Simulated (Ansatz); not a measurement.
## AlC2N (model structure, started from the BC2N type, R3m, No. 160, 4 atoms in the cell)

Method: LDA in Ansatz (plane waves, PAW).

Numerical settings: plane-wave cutoff 520 eV, 22×22×22 k mesh, Fermi–Dirac smearing 0.05 eV, scalar-relativistic PAW data made under PBE.

Cell (relaxed at this level):

```
CELL_PARAMETERS angstrom
      1.45272     0.83873     4.75129
     -1.45272     0.83873     4.75129
      0.00000    -1.67745     4.75129
ATOMIC_POSITIONS crystal
  Al 0.00138 0.00138 0.00138
  N  0.86887 0.86887 0.86887
  C  0.48712 0.48712 0.48712
  C  0.39261 0.39261 0.39261
```

```yaml
band_gap: zero (no gap)
bulk_modulus: 179 GPa
```

Note: the bulk modulus is −V dP/dV from two relaxed cells at ±2 % in volume; the relaxation could raise the start's symmetry but not lower it, so the cell can be a saddle point.

Computed values are for the static lattice.

Computing time: about 5 core-minutes (a rough figure).

A model structure was made by putting elements into a prototype or built by hand; it is no filed structure, need not be a known phase, and can be a saddle point held by its symmetry.

Ansatz is a quantum-chemistry and plane-wave program.
